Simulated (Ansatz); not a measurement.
# HfN, element substitutions

The parent structure is HfN in the rock salt structure (space group Fm-3m, No. 225; a = 4.5255 Å).

Each row replaces one element on all its sites; cell and atoms are relaxed.

The values are results of Kohn–Sham DFT with the r2SCAN functional, run in Ansatz (a quantum-chemistry and plane-wave program) with PAW and 500 eV plane waves, no spin-orbit coupling, not measurements.

```
variant  shortest interatomic distance      density
-------  -----------------------------  -----------
base                           2.263 Å  13.80 g/cm³
N → Cl                         2.604 Å  10.07 g/cm³
Hf → Ta                        2.198 Å  15.24 g/cm³
N → C                          2.320 Å  12.66 g/cm³
```

Stability against distortions was not tested. As relaxed here, HfCl is a hypothetical phase, not in the database extracts checked. The final runs are not spin-polarised. An odd electron count without spin: HfCl and HfN. This is not the structure that TaN has at room temperature and ambient pressure.
